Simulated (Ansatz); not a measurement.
# GaBi (model structure, started from the rocksalt type, Fm-3m, No. 225, 2 atoms in the cell)

The numbers are results of PBEsol in Ansatz (plane waves, PAW), not measurements.

Run with plane-wave cutoff 500 eV, 16×16×16 k mesh, Fermi–Dirac smearing 0.1 eV, scalar-relativistic PAW data made under PBE.

Cell (relaxed at this level):

Space group Fm-3m (No. 225); a = 5.8880 Å, b = 5.8880 Å, c = 5.8880 Å, α = 90.00°, β = 90.00°, γ = 90.00°

| atom | site | symmetry | x | y | z |
|---|---|---|---|---|---|
| Bi | 4a | m-3m | 0.0000 | 0.0000 | 0.0000 |
| Ga | 4b | m-3m | 0.5000 | 0.5000 | 0.5000 |
(The calculation used a cell of 2 atoms; values per cell refer to that cell.)

| Property | Result |
|---|---|
| band gap | none |

Note: the relaxation could raise the start's symmetry but not lower it, so the cell can be a saddle point.

Spin–orbit coupling is not included; it can shift volumes and moduli of such heavy elements.

Static lattice: no zero-point or thermal effects.

A model structure was made by putting elements into a prototype or built by hand; it is no filed structure, need not be a known phase, and can be a saddle point held by its symmetry.

Ansatz is a program for electronic structure.
